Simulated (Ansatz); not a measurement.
## Pressure series in ZrS2

Start from ZrS$_{2}$ in the CdI2 type structure (space group P-3m1, No. 164; layered, stacked along the Cartesian z axis).

```xyz
3
Lattice="3.6348 0.0000 0.0000 -1.8174 3.1478 0.0000 0.0000 0.0000 5.7197" Properties=species:S:1:pos:R:3 pbc="T T T"
Zr     0.0000     0.0000     0.0000
S      0.0000     2.0986     1.4604
S      1.8174     1.0493     4.2592
```

Cell and atoms are relaxed at each pressure.

The values are results of DFT with PBE-D3(BJ), PAW potentials and a 420 eV plane-wave cutoff in Ansatz (an electronic-structure program), scalar-relativistic without spin-orbit coupling, not measurements.

Computed cases, in order: pressure −1 GPa; 0 GPa (base); pressure 1.8 GPa; pressure 4.2 GPa; pressure 9 GPa; pressure 18 GPa; pressure 30 GPa; pressure 45 GPa; pressure 60 GPa.

Task: Between which two neighbouring cases does the band gap open or close?

Result: Between pressure 4.2 GPa (0.21 eV) and pressure 9 GPa (zero). The whole series: pressure −1 GPa: 0.83 eV; 0 GPa (base): 0.66 eV; pressure 1.8 GPa: 0.43 eV; pressure 4.2 GPa: 0.21 eV; pressure 9 GPa: zero; pressure 18 GPa: zero; pressure 30 GPa: zero; pressure 45 GPa: zero; pressure 60 GPa: zero.

A case with no gap was solved on a k-mesh chosen for an insulator, which is coarse for it. Load acts through the strain it causes; cell and atoms are relaxed under it. No phonon test of stability was made. Competing high-pressure phases were not computed. All final runs are without spin polarisation. A zero or small gap of ZrS2 under pressure 4.2 GPa, ZrS2 under pressure 9 GPa and ZrS2 under pressure 18 GPa can be the functional's error rather than a property of the material.
